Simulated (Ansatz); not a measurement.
Effect of biaxial strain +2.08 %, plane normal [111], relaxed out of plane on ZnS

Base system: ZnS in the zinc blende structure (space group F-43m, No. 216; a = 5.297 Å). Axes: x, y, z lie along the cube axes.

The change: tensile biaxial strain of 2.08 % in the plane normal to [111], as in epitaxy on a mismatched substrate; the out-of-plane cell vector and the atoms relax.

Calculations: LDA (Ansatz, a first-principles code; PAW; 420 eV plane waves; no spin-orbit coupling). k-mesh 11×11×11 (Γ-centred); smearing 0.05 eV (Fermi–Dirac).

The volume per atom rises by 0.52 Å³ (18.58 Å³ → 19.10 Å³) and the space group changes from F-43m (No. 216) to R3m (No. 160). The shortest interatomic distance goes up by 0.006 Å (2.294 Å → 2.300 Å) and the energy grows by 8.4 meV/atom. The pressure (mean of the normal stresses, compression positive) drops by 2.267 GPa (-0.01 GPa → -2.27 GPa) and the band gap falls by 0.26 eV (2.13 eV → 1.87 eV). The gap character is still direct at Γ and the electron mass changes from 0.17 mₑ (at Γ) to 0.17 mₑ out of plane, 0.15 mₑ in plane (at Γ). The hole mass amounts to 0.14 mₑ out of plane, 1.4 mₑ in plane (at Γ) and the valence-band top at Γ (three highest levels, from the VBM) goes from 0.00, 0.00, 0.00 eV to 0.00, -0.17, -0.17 eV. The valley order (the lowest conduction-band minima on the path, energy above the VBM, named in the base's zone) goes from Γ 2.13 eV; X along ⟨100⟩ 3.05 eV; L along ⟨111⟩ 3.20 eV to Γ 1.87 eV; L along [111] 2.77 eV; X along [001] 2.95 eV; L along [1-1-1] 3.13 eV and the out-of-plane strain comes out as -1.34 %. The ratio −ε⊥/ε∥ amounts to 0.64 and the mean in-plane stress (compression positive) comes out as -3.4 GPa.

Final structure (turned so that z lies along the plane normal):

```yaml
crystal:
  lattice:
    - [3.82332, 0.00000, 0.00000]
    - [1.91166, 3.31109, 0.00000]
    - [1.91166, -1.10370, 3.01721]
  atoms:
    - { symbol: Zn, position: [0.99589, 0.00205, 0.00616] }
    - { symbol: S, position: [0.50411, 0.74795, 0.24384] }
```

Effective masses come from finite differences of ±0.01 Å⁻¹. No phonon test of stability was made. k-point labels follow each cell's own Brillouin zone.
